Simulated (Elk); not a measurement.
Worked example: self-consistent single point of a sheet of PtSe₂ (3 atoms in the cell) in Elk.

Method of the run: PBE, spin-orbit coupling in second variation, all-electron FP-LAPW, Elk's shipped species files, APW+lo basis with extra local orbitals (Elk 10.2.4).

```yaml
crystal:
  lattice:
    - [3.60789, 0.00000, 0.00000]
    - [-1.80394, 3.12452, 0.00000]
    - [0.00000, 0.00000, 16.98204]
  atoms:
    - { symbol: Pt, position: [0.00000, 0.00000, 0.50000] }
    - { symbol: Se, position: [0.33333, 0.66667, 0.58780] }
    - { symbol: Se, position: [0.66667, 0.33333, 0.41220] }
```

Reference input (self-consistent single point, DFT, PBE, all-electron FP-LAPW, Elk's shipped species files, APW+lo basis with extra local orbitals): xctype = 20; rgkmax = 8; stype = 0; swidth = 0.00367493 Ha; ngridk = 7 7 1; gmaxvr = 16 1/bohr; nxlo = 2; lorbcnd = true; rmtscf = 0.87; lmaxi = 2. This run's input differs from it in these lines:

```diff
@@ -5,2 +5,5 @@
   20
+
+spinorb
+  .true.
 
@@ -23,2 +26,5 @@
   2
+
+nempty
+  10
```

Log, with long lists cut:

```
│ Self-consistent loop started │
│ Loop number : 1 │
 total energy                :     -23272.6701542
 total moment                :  -0.1853751716E-18 -0.1380529011E-18 -0.5323597848E-22
│ Loop number : 2 │
 total energy                :     -23274.7439341
 total moment                :  -0.1117192834E-18 -0.1676265964E-18 -0.3059426421E-22
RMS change in Kohn-Sham potential (target) :   0.1822691705     (  0.1000000000E-05)
Absolute change in total energy (target)   :    2.073779864     (  0.1000000000E-03)
│ Loop number : 3 │
 total energy                :     -23278.2003518
   [... lines left out ...]
 total energy                :     -23307.5315162
 total moment                :  -0.1270862336E-16 -0.2694148033E-16  0.2956806597E-21
RMS change in Kohn-Sham potential (target) :   0.9788782549E-07 (  0.1000000000E-05)
Absolute change in total energy (target)   :   0.1491188341E-03 (  0.1000000000E-03)
│ Loop number : 16 │
 total energy                :     -23307.5315273
 total moment                :  -0.1260387599E-16 -0.2745835886E-16  0.5592578236E-22
RMS change in Kohn-Sham potential (target) :   0.4262169547E-07 (  0.1000000000E-05)
Absolute change in total energy (target)   :   0.4840489419E-04 (  0.1000000000E-03)
Convergence targets achieved

│ Loop number : 17 │

Energies :
 Fermi                       :    -0.263508569547E-01
 xc effective B-field        :    -0.295592086036E-07
 external B-field            :     -0.00000000000
 total energy                :     -23307.5315311
 (external B-field energy excluded from total)

Density of states at Fermi energy :   0.1513867532E-04
 (states/Hartree/unit cell)

Estimated indirect band gap :   0.2799612724E-01
 from k-point      1 to k-point      8
Estimated direct band gap   :   0.4860854457E-01
 at k-point      2

Charges :
 core                        :    84.00000000
 valence                     :    62.00000000
 interstitial                :    6.848941778
 muffin-tins (core leakage)
  species :    1 (Pt)
   atom    1                 :    76.22491061     (  0.1041421637E-02)
   [... lines left out ...]
  species :    2 (Se)
   atom    1                 :   0.1218951718E-18 -0.1513458666E-18   0.000000000
   atom    2                 :   0.1218951718E-18 -0.1513458666E-18   0.000000000
 total in muffin-tins        :   0.2445840310E-18 -0.3024323319E-18 -0.1514641200E-22
 total moment                :  -0.1207341490E-16 -0.2775314001E-16 -0.9978431046E-23

│ Self-consistent loop stopped │
```

The run converged in 17 iterations. The count includes the last loop, which Elk runs after its targets are met. Against the reference run the gap on the mesh goes from 0.959 to 0.762 eV.

The starting cell was generated: these elements placed on a structure prototype, without a prior relaxation; it need not be a known phase or ordering of this composition. Its lattice was rescaled in the plane by a random factor within 2.5 % of one. Values depend on the basis (sphere radii, cutoffs, local orbitals), which need not be converged.

Cost on one core of a shared machine: roughly 2 min.
